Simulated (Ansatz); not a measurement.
System: HfW2 (Fd-3m, No. 227, 6 atoms in the cell; start mp-1400). Method: PBEsol in Ansatz (PAW).

Run with plane-wave cutoff 520 eV, 12×12×12 k mesh, Fermi–Dirac smearing 0.05 eV, no spin polarisation, scalar-relativistic PAW data made under PBE.

Cell (relaxed at this level):

```cif
data_Hf8W16
_chemical_formula_sum 'Hf8 W16'
_space_group_name_H-M_alt 'Fd-3m :1'
_space_group_IT_number 227
_space_group_name_Hall 'F 4d 2 3 -1d'
_cell_length_a 7.54258
_cell_length_b 7.54258
_cell_length_c 7.54258
_cell_angle_alpha 90.000
_cell_angle_beta 90.000
_cell_angle_gamma 90.000
loop_
_atom_site_label
_atom_site_type_symbol
_atom_site_symmetry_multiplicity
_atom_site_Wyckoff_symbol
_atom_site_fract_x
_atom_site_fract_y
_atom_site_fract_z
_atom_site_occupancy
Hf1 Hf 8 b 0.50000 0.50000 0.50000 1
W1 W 16 c 0.12500 0.12500 0.12500 1
```
(The calculation used a cell of 6 atoms; values per cell refer to that cell.)

Problem. Predict the bulk modulus.

Solution. 
* **bulk modulus**: 235 GPa

Note: the run has no spin polarisation, so it can have missed a magnetic state; the bulk modulus is −V dP/dV from two relaxed cells at ±2 % in volume; the relaxation could not lower the start's symmetry, so the cell can be a saddle point above a distorted one.

Spin–orbit coupling is not included.

The computed numbers hold no vibrational or temperature effects.

A start named mp-… is a Materials Project structure, which need not be a measured phase.

Ansatz is an electronic-structure program.
